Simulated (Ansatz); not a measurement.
Reference: BeSe (F-43m), PBEsol, rigid bands (plane waves, PAW, scalar-relativistic; Ansatz, a quantum-chemistry and plane-wave program); axes and stresses refer to this cell.

```yaml
crystal:
  lattice:
    - [0.00000, 2.56432, 2.56432]
    - [2.56432, 0.00000, 2.56432]
    - [2.56432, 2.56432, 0.00000]
  atoms:
    - { symbol: Be, position: [0.00000, 0.00000, 0.00000] }
    - { symbol: Se, position: [0.25000, 0.25000, 0.25000] }
```

hole conductivity mass: 0.55 mₑ
electron conductivity mass: 0.35 mₑ
Seebeck coefficient, p-type 1e19 cm⁻³: 372 μV/K

Task: Change: functional PBE, cell relaxed with it. What happens to hole conductivity mass, electron conductivity mass, Seebeck coefficient, p-type 1e19 cm⁻³?

Result: hole conductivity mass rises to 0.57 mₑ; electron conductivity mass increases to 0.37 mₑ; Seebeck coefficient, p-type 1e19 cm⁻³ moves little, to 376 μV/K.

Masses are for dilute carriers at 300 K, harmonic means over directions unless an axis is named. Seebeck coefficients are for the stated density at 300 K, with one relaxation time for all states and whether or not that doping can be reached. Spin-orbit coupling is left out unless a row names it; without it hole values are far off for these elements.
